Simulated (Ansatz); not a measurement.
**C: response to strain**

Take C in the diamond structure (space group Fd-3m, No. 227; a = 3.532 Å) as the base.

Strains are applied to the cell and any free atomic positions relax.

The values are results of LDA, PAW, 420 eV (Ansatz, a program for electronic structure; no spin-orbit coupling), not measurements.

Notes on the quantities. energy relative to the base: free energy F.

```json
[
 {"case": "base", "energy relative to the base": "0 meV/atom", "smallest direct gap": "5.62 eV", "shortest interatomic distance": "1.529 Å"},
 {"case": "isotropic strain −2.00 %", "energy relative to the base": "+31 meV/atom", "smallest direct gap": "5.80 eV", "shortest interatomic distance": "1.499 Å"},
 {"case": "isotropic strain −1.50 %", "energy relative to the base": "+17 meV/atom", "smallest direct gap": "5.75 eV", "shortest interatomic distance": "1.506 Å"},
 {"case": "isotropic strain −1.00 %", "energy relative to the base": "+7.5 meV/atom", "smallest direct gap": "5.71 eV", "shortest interatomic distance": "1.514 Å"},
 {"case": "isotropic strain −0.50 %", "energy relative to the base": "+1.9 meV/atom", "smallest direct gap": "5.67 eV", "shortest interatomic distance": "1.522 Å"},
 {"case": "isotropic strain +0.50 %", "energy relative to the base": "+1.8 meV/atom", "smallest direct gap": "5.58 eV", "shortest interatomic distance": "1.537 Å"},
 {"case": "isotropic strain +1.00 %", "energy relative to the base": "+7.1 meV/atom", "smallest direct gap": "5.54 eV", "shortest interatomic distance": "1.545 Å"},
 {"case": "isotropic strain +2.00 %", "energy relative to the base": "+27 meV/atom", "smallest direct gap": "5.46 eV", "shortest interatomic distance": "1.560 Å"},
 {"case": "isotropic strain +2.50 %", "energy relative to the base": "+42 meV/atom", "smallest direct gap": "5.42 eV", "shortest interatomic distance": "1.568 Å"},
 {"case": "isotropic strain +3.00 %", "energy relative to the base": "+60 meV/atom", "smallest direct gap": "5.38 eV", "shortest interatomic distance": "1.575 Å"}
]
```

No phonon test of stability was made.
